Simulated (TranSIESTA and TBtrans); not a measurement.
# Ge chain with one Se atom in place of Ge

System: Ge chain with one Se atom in place of Ge. Leads: straight Ge chain, spacing 2.28 Å. Geometry: 3 atoms about the centre moved by SIESTA (PBE, DZP) to a largest force of 0.02 eV/Å, all others as built, motion along the axis alone.

Method: TranSIESTA and TBtrans, PBE, DZP numerical orbitals (energy shift 0.15 eV), PseudoDojo norm-conserving scalar-relativistic potentials, mesh cutoff 200 Ry, 300 K, no spin polarisation, no spin-orbit coupling; self-consistent non-equilibrium Green functions.

Conductance at 300 K (G0 = 2e²/h): 2.44
Mean T from −0.5 to 0.5 eV: 2.38

Energies count from the leads' Fermi level. Transmissions are for one spin of a degenerate pair. The energy step is 0.01 eV; narrower resonances are cut or missed.

```csv
E (eV),T,lead channels
-2.00,0.87,1
-1.90,0.90,1
-1.80,0.93,1
-1.70,0.95,1
-1.60,0.96,1
-1.50,0.97,1
-1.40,0.98,1
-1.30,1.07,3
-1.20,1.33,3
-1.10,1.50,3
-1.00,1.64,3
-0.90,1.76,3
-0.80,1.88,3
-0.70,2.00,3
-0.60,2.11,3
-0.50,2.22,3
-0.40,2.30,3
-0.30,2.37,3
-0.20,2.41,3
-0.10,2.44,3
0.00,2.44,3
0.10,2.43,3
0.20,2.41,3
0.30,2.37,3
0.40,2.33,3
0.50,2.29,3
0.60,2.24,3
0.70,2.19,3
0.80,2.15,3
0.90,2.11,3
1.00,2.07,3
1.10,2.04,3
1.20,2.01,3
1.30,1.99,3
1.40,1.97,3
1.50,1.96,3
1.60,1.95,3
1.70,1.94,3
1.80,1.94,3
1.90,1.94,3
2.00,1.94,3
```

The straight chain is held at its spacing; free chains may zigzag or dimerise. No spin-polarised start was tried, so a magnetic state, if there is one, is missed.
